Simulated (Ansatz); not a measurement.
Worked example: self-consistent single point of TiZn (P4mm, 2 atoms in the cell) in Ansatz (an electronic-structure program).

Method: PBEsol, default PAW files made with PBE (plane waves; Ansatz).

```
CELL_PARAMETERS angstrom
      3.13312     0.00000     0.00000
      0.00000     3.13312     0.00000
      0.00000     0.00000     3.13312
ATOMIC_POSITIONS crystal
  Ti 0.50000 0.50000 0.51596
  Zn 0.00000 0.00000 0.00000
```

Reference input (self-consistent single point, DFT, PBEsol, plane waves, default PAW files made with PBE): basis.ecutwfc = 420 eV; kpoints.mp_grid.grid = 11 11 11; hamiltonian.xc = pbesol; hamiltonian.pseudopotentials = {kind: paw} (the program's default PAW files); scf.occupations.method = gaussian; scf.occupations.width = 0.1 eV. This run's input differs from it in these lines:

Ansatz 0.2 input:
```diff
@@ -17,3 +17,3 @@
 scf:
-  occupations: { method: gaussian, width: 0.1 }
+  occupations: { method: gaussian, width: 1.0 }
 output:
```

Log, with long lists cut:

```
SCF iter   1: F=—  HF=-5755.640843 eV  |F-HF|=—  |Δ(HF+E_count)|=         —  Δρ=3.86e-3  dr2=4.93e-3  ethr=1.77e-3  ⟨swp⟩=4.9  Hψ=9331  notcnv=0
all-band conjugate gradients solve this SCF's bands
preconditioner: auto → none
SCF iter   2: F=—  HF=-5755.639773 eV  |F-HF|=—  |Δ(HF+E_count)|=   1.07e-3  Δρ=2.36e-3  dr2=2.17e-3  ethr=2.05e-5  ⟨swp⟩=1.3  Hψ=3336  notcnv=0
SCF iter   3: F=—  HF=-5755.639493 eV  |F-HF|=—  |Δ(HF+E_count)|=   2.80e-4  Δρ=1.13e-3  dr2=2.48e-4  ethr=9.03e-6  ⟨swp⟩=2.9  Hψ=3352  notcnv=0
SCF iter   4: F=—  HF=-5755.639415 eV  |F-HF|=—  |Δ(HF+E_count)|=   7.81e-5  Δρ=1.48e-4  dr2=3.33e-6  ethr=1.03e-6  ⟨swp⟩=2.0  Hψ=2912  notcnv=0
SCF iter   5: F=—  HF=-5755.639419 eV  |F-HF|=—  |Δ(HF+E_count)|=   4.63e-6  Δρ=2.64e-5  dr2=6.71e-8  ethr=1.39e-8  ⟨swp⟩=2.0  Hψ=3245  notcnv=0
SCF iter   6: F=-5755.639420 eV  HF=-5755.639420 eV  |F-HF|=5.24e-8  |Δ(HF+E_count)|=   2.95e-7  Δρ=1.81e-5  dr2=7.88e-8  ethr=2.79e-10  ⟨swp⟩=4.7  Hψ=8361  notcnv=0
SCF 1 converged in 6 iterations: F = -5755.639420 eV  dr2 = 7.88e-8
Free energy (F): -5755.639420 eV
Internal energy: -5754.690698 eV  (E = F + TS)
E sigma→0 (E₀):  -5755.165059 eV
Entropy (-TS):   -0.948721 eV (-474.361 meV/atom)
Fermi energy:    12.867029 eV
--- Forces (eV/Å), atoms counted from 1 ---
  atom   1  Ti     0.00000000     0.00000000    -0.27396194
  atom   2  Zn    -0.00000000     0.00000000     0.27391415
--- Stress (GPa, compression-positive) ---
       -0.624792       0.000000      -0.000000
        0.000000      -0.624792       0.000000
       -0.000000       0.000000      -0.742864
  P = ⅓ Tr σ = -0.6641 GPa (-6.641 kbar)
  The stress holds the Pulay correction. Without it, at fixed plane waves, as pw.x and ABINIT print it: P = -0.7146 GPa
```

The run converged in 6 iterations. Against the reference run the free energy drops by 212 meV/atom, the pressure goes from -3.74 to -0.66 GPa and the largest force goes from 0.246 to 0.274 eV/Å.

The starting cell comes from a database of computed structures (which also holds hypothetical and non-ambient phases and stackings), without a prior relaxation at this level. Its lattice was rescaled by up to half a per cent. One atom was moved a little off its site on purpose. Spin polarisation is off. Ansatz's pressure includes its estimate of the finite-basis (Pulay) stress.
